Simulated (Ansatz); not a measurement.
Here is the system:

```yaml
crystal:
  lattice:
    - [3.19156, 0.00000, 0.00000]
    - [-1.59578, 2.76397, 0.00000]
    - [0.00000, 0.00000, 5.13099]
  atoms:
    - { symbol: Al, position: [0.33333, 0.66667, 0.99711] }
    - { symbol: Al, position: [0.66667, 0.33333, 0.49711] }
    - { symbol: N, position: [0.33333, 0.66667, 0.37789] }
    - { symbol: N, position: [0.66667, 0.33333, 0.87789] }
```

The numbers are results of r2SCAN with spin-orbit coupling, rigid bands (plane waves, PAW; Ansatz, a first-principles code), not measurements. Condition of this run: hydrostatic pressure of -13.5 GPa (compression positive) (the target of the relaxation). How the cell was made: cell and atoms relaxed with PBEsol, then loaded as said.

Problem. What conductivity effective mass do dilute electrons have at 300 K?

Solution. 0.29 (x), 0.29 (y), 0.27 (z) mₑ.

Problem. What conductivity effective mass do dilute holes have at 300 K?

Solution. 3.6 (x), 3.6 (y), 0.44 (z) mₑ.

Problem. And the band gap?

Solution. 4.14 eV at this level; semilocal functionals usually fall short of the measured gap.

Rigid bands, one relaxation time for all states, no polarons. Geometry: cell and atoms relaxed with PBEsol.
